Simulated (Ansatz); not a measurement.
**Response to strain in Au**

Take Au in the fcc (Cu type) structure (space group Fm-3m, No. 225; relaxed with 0.1 eV smearing) as the base.

```
Au
1.0
    0.00000     2.06226     2.06226
    2.06226     0.00000     2.06226
    2.06226     2.06226     0.00000
Au
1
Direct
  0.00000   0.00000   0.00000
```

Strains are applied to the cell and any free atomic positions relax.

Computed with r2SCAN (Ansatz, a quantum-chemistry and plane-wave program), no spin-orbit coupling.

Notes on the quantities. energy relative to the base: free energy F.

| case | volume per atom | pressure | energy relative to the base |
|---|---|---|---|
| base | 17.54 Å³ | 0.0 GPa | 0 meV/atom |
| isotropic strain +0.50 % | 17.81 Å³ | -2.2 GPa | +1.8 meV/atom |
| isotropic strain +1.00 % | 18.07 Å³ | -4.2 GPa | +7.2 meV/atom |
| isotropic strain +1.50 % | 18.34 Å³ | -6.0 GPa | +16 meV/atom |
| isotropic strain +2.00 % | 18.61 Å³ | -7.6 GPa | +27 meV/atom |
| isotropic strain +2.50 % | 18.89 Å³ | -9.1 GPa | +42 meV/atom |
| isotropic strain +3.00 % | 19.17 Å³ | -10.4 GPa | +59 meV/atom |

Stability against distortions was not tested.
